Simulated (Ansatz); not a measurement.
A computed series for InSb: pressure series

Base system: InSb in the zinc blende structure (space group F-43m, No. 216; a = 6.635 Å).

Cell and atoms are relaxed at each pressure.

The values are results of PBE in Ansatz (plane waves to 420 eV, PAW, without spin-orbit coupling), earlier PAW set, not measurements.

Q: Only one of these has no band gap. Which?
A) pressure 75 GPa
B) pressure 50 GPa
C) pressure 3 GPa
D) pressure 15 GPa
E) pressure 7 GPa

A: C, pressure 3 GPa. Computed: pressure 50 GPa: 0.37 eV; pressure 75 GPa: 0.05 eV; pressure 7 GPa: 0.19 eV; pressure 15 GPa: 0.77 eV; pressure 3 GPa: zero

With Sb present, leaving out spin-orbit coupling can change the band edges. Load acts through the strain it causes; cell and atoms are relaxed under it. Stability against distortions was not tested. Tetrahedral semiconductors of this kind turn to denser phases somewhere between about 1 and 50 GPa; those were not computed, so compressed cells here can lie past the real transition. The final runs are not spin-polarised. The zero or small gap of InSb can change with the level of theory.

Ansatz is a quantum-chemistry and plane-wave program.
